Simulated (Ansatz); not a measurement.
The cell is built on a prototype and need not be the phase stable at ambient conditions.

By r2SCAN, the system below comes out a metal.

Input:

```xyz
2
Lattice="3.5442 0.0000 0.0000 0.0000 3.5442 0.0000 0.0000 0.0000 3.5442" Properties=species:S:1:pos:R:3 pbc="T T T"
Ga     0.0000     0.0000     0.0000
Sb     1.7721     1.7721     1.7721
```

Space group of this cell: Pm-3m, CsCl type. The cell was relaxed by PBE-D3(BJ); by r2SCAN its mean pressure is 1.9 GPa.

The current flows along the normal of the first two printed cell vectors. No spin-orbit coupling; the value is a mean over 0.1 eV about the Fermi level.

Q: Predict the ballistic conductance per area from r2SCAN run with Ansatz (a program for electronic structure).

A: 1.3 × 10¹⁵ S/m² for both spins.
